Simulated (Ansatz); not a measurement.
The reference is KTaO₃ in the cubic perovskite structure (space group Pm-3m, No. 221; a = 3.985 Å).

All numbers come from PBEsol (Ansatz, a quantum-chemistry and plane-wave program; PAW; 420 eV plane waves; spin-orbit coupling left out).

```tsv
level	band gap
PBEsol	2.14 eV
```

**Question.** What does experiment give, and how far off is each level?

**Answer.** Measured: band gap 3.64 eV (temperature not stated; as listed in Burak Himmetoglu, Anderson Janotti, Journal of Physics Condensed Matter (2016)). Computed minus measured — band gap: PBEsol -1.50 eV. Measured values not marked as corrected hold thermal and zero-point effects that the static-lattice runs lack. A measured gap can be an optical one, lowered by exciton binding. Levels without spin-orbit coupling miss its effect on the gap.

With Ta present, leaving out spin-orbit coupling can change the band edges. Stability against distortions was not tested.
